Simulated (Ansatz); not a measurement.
Band structure of MgZnCu (Imma, 6 atoms in the cell).

```yaml
crystal:
  lattice:
    - [-2.53499, 2.56596, 3.58238]
    - [2.53499, -2.56596, 3.58238]
    - [2.53499, 2.56596, -3.58238]
  atoms:
    - { symbol: Mg, position: [0.12315, 0.87315, 0.25000] }
    - { symbol: Mg, position: [0.87685, 0.12685, 0.75000] }
    - { symbol: Zn, position: [0.50000, 0.50000, 0.50000] }
    - { symbol: Zn, position: [0.50000, 0.00000, 0.00000] }
    - { symbol: Cu, position: [0.50000, 0.50000, 0.00000] }
    - { symbol: Cu, position: [0.00000, 0.50000, 0.50000] }
```

Level of theory: LDA (PW92), PAW files made with PBE (plane waves; Ansatz, a quantum-chemistry and plane-wave program).

Settings: kpoints.mp_grid.grid = 5 5 5; hamiltonian.xc = lda; hamiltonian.pseudopotentials = {kind: paw} (an earlier, softer set of the program's PAW files); scf.occupations.method = fermi_dirac; scf.occupations.width = 0.0073 Ry; kpoints.band_path.npoints = 8.

The starting cell comes from a database of computed structures (which also holds hypothetical and non-ambient phases and stackings), without a prior relaxation at this level. Its lattice was rescaled by a random factor within 2.5 % of one. Spin polarisation is off.

Levels in eV from the Fermi level, bands 38 to 45:
```json
[
 {"point": "Γ", "38": "-1.60", "39": "-1.07", "40": "-0.85", "41": "-0.57", "42": "1.15", "43": "1.26", "44": "1.52", "45": "1.78"},
 {"point": "X", "38": "-2.78", "39": "-2.72", "40": "-2.01", "41": "-1.21", "42": "0.74", "43": "2.99", "44": "3.72", "45": "3.88"},
 {"point": "L", "38": "-2.88", "39": "-2.66", "40": "-2.66", "41": "0.66", "42": "0.74", "43": "1.64", "44": "1.84", "45": "6.17"},
 {"point": "T", "38": "-3.24", "39": "-1.97", "40": "-1.97", "41": "-1.80", "42": "-1.80", "43": "5.42", "44": "5.42", "45": "6.15"},
 {"point": "W", "38": "-3.17", "39": "-2.81", "40": "-2.81", "41": "0.76", "42": "0.76", "43": "1.82", "44": "1.82", "45": "6.12"},
 {"point": "R", "38": "-2.70", "39": "-1.81", "40": "-0.94", "41": "-0.47", "42": "-0.21", "43": "0.19", "44": "1.93", "45": "4.44"},
 {"point": "X1", "38": "-2.78", "39": "-2.72", "40": "-2.01", "41": "-1.21", "42": "0.74", "43": "2.99", "44": "3.72", "45": "3.88"},
 {"point": "Z", "38": "-2.79", "39": "-2.73", "40": "-2.40", "41": "-1.56", "42": "-1.26", "43": "5.29", "44": "5.67", "45": "5.85"},
 {"point": "Y", "38": "-2.94", "39": "-2.73", "40": "-2.20", "41": "-1.44", "42": "0.76", "43": "3.47", "44": "3.50", "45": "3.74"},
 {"point": "S", "38": "-3.23", "39": "-1.26", "40": "-0.62", "41": "-0.42", "42": "-0.30", "43": "-0.03", "44": "1.66", "45": "4.57"}
]
```

Bands cross the Fermi level along this path, so the cell is metallic at this level.

Keys are those of Ansatz 0.2.
